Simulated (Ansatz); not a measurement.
# One base run on KNaCl2 (R-3m, 4 atoms in the cell) and variants with one or two settings moved

```xyz
4
Lattice="2.1260 1.2274 7.0815 -2.1260 1.2274 7.0815 0.0000 -2.4548 7.0815" Properties=species:S:1:pos:R:3 pbc="T T T"
K      0.0000     0.0000    10.6223
Na     0.0000     0.0000     0.0000
Cl     0.0000     0.0000    15.7309
Cl     0.0000     0.0000     5.5137
```

Base run A: HSE06, default PAW files made with PBE (Ansatz, a program for electronic structure), self-consistent single point.

Its settings: basis.ecutwfc = 420 eV; kpoints.mp_grid.grid = 4 4 4; hamiltonian.xc = hse06; hamiltonian.pseudopotentials = {kind: paw} (the program's default PAW files); scf.occupations.method = fixed.

The starting cell comes from a database of computed structures (which also holds hypothetical and non-ambient phases and stackings), without a prior relaxation at this level. Its lattice was rescaled by a random factor within 2.5 % of one. Ansatz's pressure includes its estimate of the finite-basis (Pulay) stress.

ΔF is the free energy per atom less that of run A. A dash stands where there is no value to compare (another energy zero or no entropy term, no result, no spin, no clean gap, or a mesh too coarse for one). Absolute energies have different zeros for different potentials, functionals, Hubbard and dispersion terms and are not compared across them.

Run A gave: pressure (GPa) -0.53; largest force (eV/Å) 0.054; gap on the mesh (eV) 6.251.

Runs:
- B: hamiltonian.xc: hse06 → pbesol [PBEsol]
- C: hamiltonian.xc: hse06 → pbe0 [PBE0]
- D: scf.convergence.dr2_threshold: default (1e-07 eV) → 1e-06 eV
- E: scf.mixing.algorithm: default (the program chose MSR1) → msr1
- F: scf.mixing.algorithm: default (the program chose MSR1) → anderson; scf.mixing.beta: default → 0.3
- G: scf.mixing.preconditioner: default (the program chose none) → none

Problem. What does run C change against A?

Solution. The pressure moves little (-0.53 to -0.57 GPa), the largest force stays at 0.054 eV/Å and the gap on the mesh goes from 6.251 to 6.984 eV.

| run | ΔF (meV/atom) | pressure (GPa) | largest force (eV/Å) | gap on the mesh (eV) |
|---|---|---|---|---|
| A | 0.00 | -0.53 | 0.054 | 6.251 |
| B | – | -1.24 | 0.077 | 4.771 |
| C | – | -0.57 | 0.054 | 6.984 |
| D | 0.00 | -0.53 | 0.054 | 6.251 |
| E | 0.00 | -0.53 | 0.054 | 6.251 |
| F | 0.00 | -0.53 | 0.054 | 6.251 |
| G | 0.00 | -0.53 | 0.054 | 6.251 |

Keys are those of Ansatz 0.2.
